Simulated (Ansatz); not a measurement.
# MgSe: response to strain

Start from MgSe in the rock salt structure (space group Fm-3m, No. 225; a = 5.472 Å).

Strains are applied to the cell and any free atomic positions relax.

The values are results of r2SCAN (Ansatz, a quantum-chemistry and plane-wave program, PAW, scalar-relativistic without spin-orbit coupling), not measurements.

Notes on the quantities. energy relative to the base: free energy F.

```tsv
change	band gap	energy relative to the base	smallest direct gap	volume per atom	width of the top valence band
base	2.48 eV	0 meV/atom	3.44 eV	20.48 Å³	2.47 eV
isotropic strain +0.50 %	2.45 eV	+1.0 meV/atom	3.33 eV	20.79 Å³	___
isotropic strain +1.00 %	2.42 eV	+3.7 meV/atom	___	21.11 Å³	2.39 eV
isotropic strain +1.50 %	2.40 eV	+8.2 meV/atom	3.13 eV	21.42 Å³	2.34 eV
isotropic strain +2.00 %	2.37 eV	+14 meV/atom	3.03 eV	21.74 Å³	2.30 eV
isotropic strain +2.50 %	2.35 eV	+22 meV/atom	2.94 eV	22.06 Å³	2.26 eV
isotropic strain +3.00 %	2.32 eV	+31 meV/atom	___	22.38 Å³	2.22 eV
```

Q: Complete the table.

A: 
- isotropic strain +0.50 %, width of the top valence band: 2.43 eV
- isotropic strain +1.00 %, smallest direct gap: 3.23 eV
- isotropic strain +3.00 %, smallest direct gap: 2.84 eV

Gaps are Kohn–Sham eigenvalue differences; semilocal functionals usually give less than the measured gap. Stability against distortions was not tested.
